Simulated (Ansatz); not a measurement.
The parent structure is KMgF3 in the cubic perovskite structure (space group Pm-3m, No. 221; a = 4.054 Å).

Calculations: PBE, PAW, 420 eV (Ansatz, a quantum-chemistry and plane-wave program; scalar-relativistic without spin-orbit coupling).

Strains are applied to the cell and any free atomic positions relax.

One change was made to it. Results:

```json
[
 {"quantity": "smallest direct gap", "base": "7.28 eV", "after": "6.67 eV"},
 {"quantity": "energy relative to the base (free energy F)", "base": "0 meV/atom", "after": "+20 meV/atom"},
 {"quantity": "width of the top valence band", "base": "0.52 eV", "after": "0.47 eV"},
 {"quantity": "band gap", "base": "6.96 eV", "after": "6.36 eV"}
]
```

Name the change that was made.
A. isotropic strain +0.60 %
B. isotropic strain +3.00 %
C. isotropic strain +1.80 %
D. isotropic strain +1.20 %
E. isotropic strain +2.40 %

B, isotropic strain +3.00 %. For comparison, the band gap in the other runs: isotropic strain +1.80 % gives 6.59 eV; isotropic strain +1.20 % gives 6.71 eV; isotropic strain +0.60 % gives 6.83 eV; isotropic strain +2.40 % gives 6.47 eV.

No phonon test of stability was made.
